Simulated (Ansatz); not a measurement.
bcc Eu was calculated with PBE0 (Ansatz, an electronic-structure program, PAW).

The run printed, among other lines:

```
WARN output.stress: scf.exx.energy_threshold = 1e-6 eV is looser than the 1e-8 eV advised for a stress under a hybrid functional (1e-8 eV for each atom of the …
Crystal: 1 atoms, lattice volume = 48.105 Å³
Basis set: ecut = 460 eV, 1061 PW (Γ), exchange–correlation on 60×60×60 points (8 copies of the dense FFT grid, shifted against one another)
Bands: 16, of which v1, the nominal top of the filled ones, is band 9 counted from 1 (8 counted from 0)
Symmetry: 48 space group operations
Space group: Im-3m (ITA 229), of the structure as read, at distance tolerance 3.6e-5 Å
k-points: 47 of 1000
Initial density: superposition of atomic densities (chi_scale 0.1, normalization cell)
Functional: x = pbe(κ = 0.804, μ = 0.2195149727645171), c = pbe(β = 0.06672455060314922), warm-up for x = 0.75 pbe(κ = 0.804, μ = 0.2195149727645171) + 0.25 exact, c = pbe(β = 0.06672455060314922)
spin=Collinear: Kerker preconditioning applied to the charge; magnetization (m = ρ↑ − ρ↓) channel mixes plain (no charge-response kernel on spin).
SCF 1 converged in 21 iterations: F = -8766.457101 eV  dr2 = 2.90e-11
Crystal: 1 atoms, lattice volume = 48.105 Å³
Initial density: handed on by an earlier stage of this run
Functional: x = 0.75 pbe(κ = 0.804, μ = 0.2195149727645171) + 0.25 exact, c = pbe(β = 0.06672455060314922)
spin=Collinear: Kerker preconditioning applied to the charge; magnetization (m = ρ↑ − ρ↓) channel mixes plain (no charge-response kernel on spin).
SCF 2 converged in 10 iterations: F = -8767.113680 eV  dr2 = 3.65e-12
Crystal: 1 atoms, lattice volume = 48.105 Å³
spin=Collinear: Kerker preconditioning applied to the charge; magnetization (m = ρ↑ − ρ↓) channel mixes plain (no charge-response kernel on spin).
SCF 3 converged in 10 iterations: F = -8767.161091 eV  dr2 = 3.91e-12
hybrid outer 2: dexx = +2.289e-3 eV, tail = 4.18e-3 eV, magnetization grown 1.0028 times (not accepted), Δε = 3.22e-1 eV (about 1.78e-1 eV left of the loop's levels)
Crystal: 1 atoms, lattice volume = 48.105 Å³
spin=Collinear: Kerker preconditioning applied to the charge; magnetization (m = ρ↑ − ρ↓) channel mixes plain (no charge-response kernel on spin).
Crystal: 1 atoms, lattice volume = 48.105 Å³
Crystal: 1 atoms, lattice volume = 48.105 Å³
SCF 6 converged in 9 iterations: F = -8767.166640 eV  dr2 = 9.91e-12
Crystal: 1 atoms, lattice volume = 48.105 Å³
SCF 7 converged in 2 iterations: F = -8767.166640 eV  dr2 = 9.76e-12
Magnetization: 7.5429 μB (12.2715 up, 4.7285 down)
Free energy (F): -8767.166640 eV
Internal energy: -8767.163219 eV  (E = F + TS)
E sigma→0 (E₀):  -8767.164930 eV
Fermi energy:    7.880106 eV
--- Stress (GPa, compression-positive) ---
        0.651681      -0.000000      -0.000000
       -0.000000       0.651681       0.000000
        0.000000      -0.000000       0.651681
  P = ⅓ Tr σ = 0.6517 GPa (6.517 kbar)
```

Q: Write an input file that could have produced this run (the log leaves some choices open).

A: One answer among several that fit: 
Ansatz 0.2 input:
```yaml
crystal:
  lattice:
    - [-2.2911, 2.2911, 2.2911]
    - [2.2911, -2.2911, 2.2911]
    - [2.2911, 2.2911, -2.2911]
  atoms:
    - { symbol: Eu, position: [0.0, 0.0, 0.0], spin: 7.0 }
basis:
  ecutwfc: 460
  ecutrho_ratio: 4
  xc_grid: 2
kpoints:
  mp_grid: { grid: [10, 10, 10] }
hamiltonian:
  xc: pbe0
  dispersion: none
  pseudopotentials: { kind: paw }
scf:
  occupations: { method: fermi_dirac, width: 0.05 }
  convergence: { dr2_threshold: 0.0000000001 }
output:
  forces: false
  stress: true
  eigenvalues: true
magnetization:
  spin_polarized: true
```

The PAW data were made under PBE.

The run is spin-polarised with parallel starting moments, which need not be the measured order.

Note: the run warned that the count of filled bands differs between k points. Note: the state of the 4f shell is in doubt. Note: cell and atoms aren't relaxed at this level (pressure 0.7 GPa).

It cost very roughly 12 core-minutes of CPU time.
